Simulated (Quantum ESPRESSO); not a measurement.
**Converging shifted k-point meshes: CsPbBr3 (P4mm, 5 atoms in the cell)**

```
CELL_PARAMETERS angstrom
      5.84065     0.00000     0.00000
      0.00000     5.84065     0.00000
      0.00000     0.00000     5.84065
ATOMIC_POSITIONS crystal
  Cs 0.00000 0.00000 0.00856
  Pb 0.50000 0.50000 0.50000
  Br 0.50000 0.00000 0.50000
  Br 0.00000 0.50000 0.50000
  Br 0.50000 0.50000 0.00000
```

Level of theory: LDA (PZ), GBRV 1.5 ultrasoft (LDA) pseudopotentials (plane waves; Quantum ESPRESSO).

Base settings: ecutwfc = 40 Ry; ecutrho = 200 Ry; occupations = smearing; smearing = fermi-dirac; degauss = 0.000734986 Ry; potentials = {Cs: cs_lda_v1.uspp.F.UPF, Pb: pb_lda_v1.uspp.F.UPF, Br: br_lda_v1.4.uspp.F.UPF}; K_POINTS = automatic 2 2 2 0 0 0; conv_thr = 1e-11 Ry.

Only quantities that move along the ladder and can be compared are tabulated.

The count of work is k-points × plane waves × bands × iterations; it is no time. Core times come from one kind of shared machine, to one figure; runs under 30 s give none.

The starting cell has typed, rounded lattice constants, without a prior relaxation at this level. Its lattice was rescaled by up to half a per cent. One atom was moved a little off its site on purpose.

| K_POINTS | free energy less the last step's (meV/atom) | pressure (GPa) | largest difference of a force vector from the last step's (eV/Å) | count of work / last | core time / last (rough) |
|---|---|---|---|---|---|
| automatic 1 1 1 1 1 1 | 1677.14 | 10.18 | 0.022 | 0.0096 | – |
| automatic 2 2 2 1 1 1 | -119.74 | -1.93 | 0.001 | 0.0079 | – |
| automatic 3 3 3 1 1 1 | 30.53 | -0.53 | 0.001 | 0.048 | – |
| automatic 4 4 4 1 1 1 | -7.68 | -1.05 | 0.000 | 0.048 | – |
| automatic 5 5 5 1 1 1 | 2.53 | -0.88 | 0.000 | 0.14 | 0.2 |
| automatic 6 6 6 1 1 1 | -0.83 | -0.95 | 0.000 | 0.14 | 0.2 |
| automatic 7 7 7 1 1 1 | 0.31 | -0.93 | 0.000 | 0.32 | 0.4 |
| automatic 8 8 8 1 1 1 | -0.11 | -0.94 | 0.000 | 0.32 | 0.4 |
| automatic 9 9 9 1 1 1 | 0.05 | -0.93 | 0.000 | 0.60 | 0.6 |
| automatic 10 10 10 1 1 1 | -0.02 | -0.94 | 0.000 | 0.59 | 0.6 |
| automatic 11 11 11 1 1 1 | 0.01 | -0.93 | 0.000 | 1.0 | 1.0 |
| automatic 12 12 12 1 1 1 | 0.00 | -0.93 | 0.000 | 1.0 | 1 |

Coarsest K_POINTS that holds the forces within 0.02 eV/Å of the last step, with all finer ones: automatic 2 2 2 1 1 1, at 0.0079 of the last step's count of work; the step before is off by 0.022 eV/Å.

Coarsest K_POINTS that holds the pressure within 0.2 GPa of the last step, with all finer ones: automatic 4 4 4 1 1 1, at 0.048 of the last step's count of work; the step before is off by 0.40 GPa.

Coarsest K_POINTS that holds the free energy within 1 meV/atom of the last step, with all finer ones: automatic 6 6 6 1 1 1, at 0.14 of the last step's count of work and about 0.2 of the last step's time; the step before is off by 2.5 meV/atom.
